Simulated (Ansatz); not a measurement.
Ansatz (a first-principles code) run on HfOs (P4mm, 2 atoms in the cell): relaxation of the atoms.

Method of the run: LDA (PW92), default PAW files made with PBE (plane waves; Ansatz).

The change in words: one atom moved by 0.15 angstrom; relax: default → atoms; relax.f_tol: default → 0.2 eV/Å. Reference geometry:
```yaml
crystal:
  lattice:
    - [3.22725, 0.00000, 0.00000]
    - [0.00000, 3.22725, 0.00000]
    - [0.00000, 0.00000, 3.22725]
  atoms:
    - { symbol: Hf, position: [0.00000, 0.00000, 0.00000] }
    - { symbol: Os, position: [0.50000, 0.50000, 0.50000] }
```

Reference input (self-consistent single point, DFT, LDA (PW92), plane waves, default PAW files made with PBE): basis.ecutwfc = 30.9 Ry; kpoints.mp_grid.grid = 10 10 10; hamiltonian.xc = lda; hamiltonian.pseudopotentials = {kind: paw} (the program's default PAW files); scf.occupations.method = gaussian; scf.occupations.width = 0.0073 Ry. This run's input differs from it in these lines:

```diff
@@ -7,3 +7,3 @@
   atoms:
-    - { symbol: Hf, position_ang: [0.000000, 0.000000, 0.000000] }
+    - { symbol: Hf, position_ang: [0.000000, 0.000000, 0.149999] }
     - { symbol: Os, position_ang: [1.613627, 1.613627, 1.613627] }
@@ -18,2 +18,4 @@
   occupations: { method: gaussian, width: 0.0073 Ry }
+relax:
+  f_tol: 0.2
 output:
```

Log, with long lists cut:

```
   [... SCF lines of the steps left out ...]
relax step   1: F+E_penalty+E_count = -26596.56724782 eV  Δ(F+E_penalty+E_count) = +0.000e0 eV  max|allowed force component| = 1.197e0 eV/Å  Δτ_max = 0.0000 Å  (6 SCF iters, dr2 threshold 1.00e-4 eV, accepted)
relax step   2: F+E_penalty+E_count = -26596.59751210 eV  Δ(F+E_penalty+E_count) = -3.026e-2 eV  max|allowed force component| = 9.815e-1 eV/Å  Δτ_max = 0.1361 Å  (6 SCF iters, dr2 threshold 8.95e-5 eV, accepted)
relax step   3: F+E_penalty+E_count = -26596.65788865 eV  Δ(F+E_penalty+E_count) = -6.038e-2 eV  max|allowed force component| = 1.856e-2 eV/Å  Δτ_max = 0.0600 Å  (6 SCF iters, dr2 threshold 6.02e-5 eV, accepted)
relax step   4: F+E_penalty+E_count = -26596.65788880 eV  Δ(F+E_penalty+E_count) = -1.573e-7 eV  max|allowed force component| = 1.814e-2 eV/Å  Δτ_max = 0.0000 Å  (6 SCF iters, accepted)
the relaxation is at rest under the 8 symmetry operations that the run kept from its start: a minimum is not shown …
Free energy (F): -26596.657889 eV
Internal energy: -26596.656303 eV  (E = F + TS)
E sigma→0 (E₀):  -26596.657096 eV
Entropy (-TS):   -0.001586 eV (-0.793 meV/atom)
Fermi energy:    23.803651 eV
--- Forces (eV/Å), atoms counted from 1 ---
  atom   1  Hf    -0.00000000     0.00000000     0.01813967
  atom   2  Os     0.00000000     0.00000000    -0.01813991
--- Stress (GPa, compression-positive) ---
       -6.559992       0.000000      -0.000000
        0.000000      -6.559992       0.000000
        0.000000       0.000000      -6.560104
  P = ⅓ Tr σ = -6.5600 GPa (-65.600 kbar)
  The stress holds the Pulay correction. Without it, at fixed plane waves, as pw.x and ABINIT print it: P = -6.6102 GPa
--- Relaxed structure (4 steps of the walk, 4 accepted, 0 SCFs on fresh bases) ---
  F+E_penalty+E_count = -26596.65788880 eV   max|allowed force component| = 1.814e-2 eV/Å
  atoms:
    - { symbol: Hf, position: [5.967706728872003e-35, 0.0, 0.022893097535307657] }
    - { symbol: Os, position: [0.5, 0.5, 0.5235859048856367] }
```

The run converged.  The full log also holds: “iter 3 did not close the SCF: its close was put off for the readings that it lacked (scf_convergence_deferred on its scf_iter line)”. The full log also holds: “iter 4 did not close the SCF: its close was put off for the readings that it lacked (scf_convergence_deferred on its scf_iter line)”.

Summary of the result:
- Free energy E − TS (on the zero of these files) = -26596.6579 eV
- Fermi level (on the code's own zero) = 23.80 eV
- Pressure = -6.56 GPa
- Largest force (vector length) = 0.018 eV/Å
- Relaxation steps = 4

The starting cell comes from a database of computed structures (which also holds hypothetical and non-ambient phases and stackings), without a prior relaxation at this level. Its lattice was rescaled by up to half a per cent. For this run, on top of that: one atom moved by 0.15 angstrom. Spin polarisation is off. The relaxation keeps the symmetry of its start, so its end need not be a minimum. Ansatz's pressure includes its estimate of the finite-basis (Pulay) stress.

Cost on one core of a shared machine: roughly 30 s.

Keys are those of Ansatz 0.2.
